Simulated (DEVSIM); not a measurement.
System: abrupt GaAs p-n junction, at 300 K.

```
layer (left to right)  material  thickness (μm)  Nd (cm⁻³)  Na (cm⁻³)  τn (s)  τp (s)
---------------------  --------  --------------  ---------  ---------  ------  ------
1                          GaAs            41.0          -     8.3e15  6.8e-9  6.8e-9
2                          GaAs            47.0     1.6e15          -  6.8e-9  6.8e-9
```

Left contact: ohmic. Right contact: ohmic. Voltage is applied to the left contact. Recombination: SRH at mid-gap, radiative, Auger. Mobility is μmin + (μ − μmin)/(1 + (N/Nref)^α).

This is a model device: material constants are rounded textbook-type values typed into the input, and sizes, dopings and lifetimes were drawn at random. Values at 300 K.

```csv
parameter,GaAs
gap (eV),1.424
affinity (eV),4.07
permittivity,12.9
Nc (cm⁻³),4.7e17
Nv (cm⁻³),9e18
μn (cm²/Vs),8500
μp (cm²/Vs),400
"μn,min",500
"μp,min",20
"Nref,n",6e16
"Nref,p",1.5e17
αn,0.39
αp,0.38
B (cm³/s),2e-10
Cn (cm⁶/s),1e-30
Cp (cm⁶/s),1e-30
```

Model (solved in DEVSIM): 1D drift-diffusion, Boltzmann statistics, complete ionisation; no tunnelling, impact ionisation, image-force lowering or self-heating.

**Question.** Tabulate band edges, carrier densities and field at 1.05 V on the left contact.

**Answer.** Energies count from the Fermi level of the right contact; mesh points crowd at the junctions.

```csv
x (μm),Ec (eV),Ev (eV),n (cm⁻³),p (cm⁻³),field (V/cm)
0.000,0.193,-1.231,< 1e2,8.3e15,≈ 0
0.05436,0.193,-1.231,2.0e10,8.3e15,≈ 0
0.2317,0.194,-1.230,8.3e10,8.3e15,≈ 0
0.8102,0.194,-1.230,2.9e11,8.3e15,≈ 0
4.068,0.197,-1.227,1.4e12,8.3e15,≈ 0
13.32,0.204,-1.220,5.1e12,8.3e15,≈ 0
31.17,0.217,-1.207,2.5e13,8.3e15,≈ 0
39.02,0.222,-1.202,5.1e13,8.4e15,≈ 0
40.41,0.223,-1.201,5.8e13,8.4e15,≈ 0
40.84,0.221,-1.202,6.3e13,8.0e15,-270
40.97,0.206,-1.218,1.2e14,4.3e15,-3300
41.03,0.179,-1.245,3.3e14,1.6e15,-4300
41.14,0.149,-1.275,1.0e15,4.8e14,-1500
41.51,0.135,-1.289,1.8e15,2.4e14,-20
43.59,0.137,-1.287,1.7e15,1.1e14,≈ 0
49.51,0.139,-1.284,1.6e15,1.1e13,≈ 0
68.04,0.143,-1.281,1.6e15,6.1e9,≈ 0
81.90,0.146,-1.278,1.6e15,2.3e7,≈ 0
86.78,0.147,-1.277,1.6e15,2000000,≈ 0
87.64,0.147,-1.277,1.6e15,570000,≈ 0
87.91,0.147,-1.277,1.6e15,150000,≈ 0
88.00,0.147,-1.277,1.6e15,< 1e2,≈ 0
```
